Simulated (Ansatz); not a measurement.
Density of states of Y3Si (Pm-3n, 8 atoms in the cell).

```
Y3Si
1.0
    6.23240     0.00000     0.00000
    0.00000     6.23240     0.00000
    0.00000     0.00000     6.23240
Y Si
6 2
Direct
  0.25000   0.00000   0.50000
  0.75000   0.00000   0.50000
  0.00000   0.50000   0.25000
  0.00000   0.50000   0.75000
  0.50000   0.25000   0.00000
  0.50000   0.75000   0.00000
  0.00000   0.00000   0.00000
  0.50000   0.50000   0.50000
```

Method of the run: revPBE, default PAW files made with PBE (plane waves; Ansatz, a first-principles code).

SCF settings: basis.ecutwfc = 420 eV; kpoints.mp_grid.grid = 6 6 6; hamiltonian.xc = revpbe; hamiltonian.pseudopotentials = {kind: paw} (the program's default PAW files); scf.occupations.method = fermi_dirac; scf.occupations.width = 0.1 eV. Keys of the DOS step: output.dos.nscf_kmesh.grid = 12 12 12.

The starting cell was generated: these elements placed on a structure prototype, without a prior relaxation; it need not be a known phase or ordering of this composition.

Total DOS (both spins), as means of the tabulated values in each energy bin; the zero is the program's Fermi level or highest filled level, and the curve is cut to this window:

(E (eV), states/eV/cell): (-7.88, 0.00); (-7.62, 0.00); (-7.38, 0.71); (-7.12, 2.74); (-6.88, 12.3); (-6.62, 0.26); (-6.38, 0.00); (-6.12, 0.00); (-5.88, 0.00); (-5.62, 0.00); (-5.38, 0.00); (-5.12, 0.00); (-4.88, 0.00); (-4.62, 0.00); (-4.38, 0.00); (-4.12, 0.00); (-3.88, 0.00); (-3.62, 0.00); (-3.38, 1.64); (-3.12, 9.06); (-2.88, 3.65); (-2.62, 1.58); (-2.38, 3.22); (-2.12, 8.31); (-1.88, 6.45); (-1.62, 10.3); (-1.38, 4.15); (-1.12, 2.72); (-0.88, 5.85); (-0.62, 12.4); (-0.38, 9.42); (-0.12, 9.49); (0.12, 9.68); (0.38, 7.58); (0.62, 13.7); (0.88, 13.1)

Around zero the curve holds about 9.2 states/eV/cell.

Keys are those of Ansatz 0.2.
